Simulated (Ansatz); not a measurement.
CsSnBr3 under a change: Cs → Li

The parent structure is CsSnBr₃ in the cubic perovskite structure (space group Pm-3m, No. 221; a = 5.7645 Å).

Perturbation: every Cs is replaced by Li; the structure is relaxed again.

Method: Ansatz (a program for electronic structure) PBEsol, scalar-relativistic without spin-orbit coupling. Settings: 6×6×6 k-points, 0.05 eV Fermi–Dirac smearing.

The volume per atom falls by 1.09 Å³ (38.31 Å³ → 37.22 Å³) and the density decreases by 1.00 g/cm³ to 3.26 g/cm³. The space group stays Pm-3m (No. 221) and the shortest interatomic distance decreases by 0.0275 Å (2.882 Å → 2.855 Å). The band gap shrinks by 0.12 eV (0.22 eV → 0.10 eV) and the gap character remains direct at R.

Stability against distortions was not tested. As relaxed here, LiSnBr3 is a hypothetical phase, not in the database extracts checked. Many cubic perovskites are stable only at high temperature; tilts and polar distortions were not tested. A zero or small gap of LiSnBr3 and CsSnBr3 can be the functional's error rather than a property of the material.
